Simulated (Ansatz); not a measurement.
Base system: C in the diamond structure (space group Fd-3m, No. 227; a = 3.5603 Å). Axes: x, y, z lie along the cube axes.

The values are results of plane-wave PAW DFT at the r2SCAN level (Ansatz, a first-principles code, 500 eV), no spin-orbit coupling, not measurements.

Strains are applied to the cell and any free atomic positions relax.

One change was made to it. Results:

| quantity | base | after |
|---|---|---|
| pressure (mean of the normal stresses, compression positive) | 0.01 GPa | 14.55 GPa |
| smallest direct gap | 5.90 eV | 5.40 eV |
| hole mass | – | 0.51 mₑ along z, 0.25 mₑ across (at Γ) |
| energy relative to the base (free energy F) | 0 meV/atom | +18 meV/atom |

Which change produced these results?
A) uniaxial strain ε_zz = −1.50 %
B) uniaxial strain ε_zz = −2.50 %
C) uniaxial strain ε_zz = −3.00 %

C, uniaxial strain ε_zz = −3.00 %. For comparison, the energy relative to the base in the other runs: uniaxial strain ε_zz = −1.50 % gives +4.5 meV/atom; uniaxial strain ε_zz = −2.50 % gives +13 meV/atom.

Masses are band curvatures over ±0.01 Å⁻¹ around the edge. No phonon test of stability was made.
